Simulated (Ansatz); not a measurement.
SiC (F-43m), Ansatz (an electronic-structure program) with r2SCAN with spin-orbit coupling, rigid bands: N_v = 1.32e20 cm⁻³ at 300 K and a hole conductivity mass of 0.679 mₑ.

For 1e16 holes per cm³ at 300 K, place the Fermi level, estimate the Seebeck coefficient of a parabolic band with constant τ, and give mobility and conductivity for τ = 20 fs.

The level lies k_BT ln(N_v/p) = 0.245 eV above the valence-band maximum. S ≈ +(k_B/e)[ln(N_v/p) + 5/2] = 1033 μV/K, against 1033 μV/K from the full bands (mean over directions). μ = eτ/m = 51.8 cm²/(V·s) and σ = peμ = 0.0830 S/cm. τ is assumed, not computed.

Band transport and this doping are assumed; polarons and phonon drag are left out. Geometry: cell and atoms relaxed with PBEsol.
